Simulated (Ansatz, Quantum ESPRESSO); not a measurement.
## One structure in several programs: NbZn3 (Pm-3m, 4 atoms in the cell)

Self-consistent single point.

```
NbZn3
1.0
    3.90998     0.00000     0.00000
    0.00000     3.90998     0.00000
    0.00000     0.00000     3.90998
Nb Zn
1 3
Direct
  0.00000   0.00000   0.00000
  0.50000   0.00000   0.50000
  0.00000   0.50000   0.50000
  0.50000   0.50000   0.00000
```

Shared settings, as Ansatz (a quantum-chemistry and plane-wave program) writes them: kpoints.mp_grid.grid = 7 7 7; magnetization.spin_orbit = true; scf.occupations.method = fermi_dirac; scf.occupations.width = 0.1 eV. Potentials and cutoffs stand in the table.

```tsv
code	model	pressure (GPa)	cutoff
Ansatz	PBEsol with spin-orbit coupling, PAW files made with PBE	-3.32	default
Quantum ESPRESSO	PBEsol, spin-orbit coupling, PSlibrary fully relativistic PAW (PBE) pseudopotentials	-4.85	55 Ry
```

The spread over the programs that give each value: pressure within 1.53 GPa.

Ansatz's pressure is given at a fixed set of plane waves, as the other plane-wave codes print theirs; with its correction for the finite basis it is -3.24 GPa.

The starting cell comes from a database of computed structures (which also holds hypothetical and non-ambient phases and stackings), without a prior relaxation at this level.

Left out of this page: Elk and SIESTA (not drawn, or without a comparable value).

Keys are those of Ansatz 0.2.
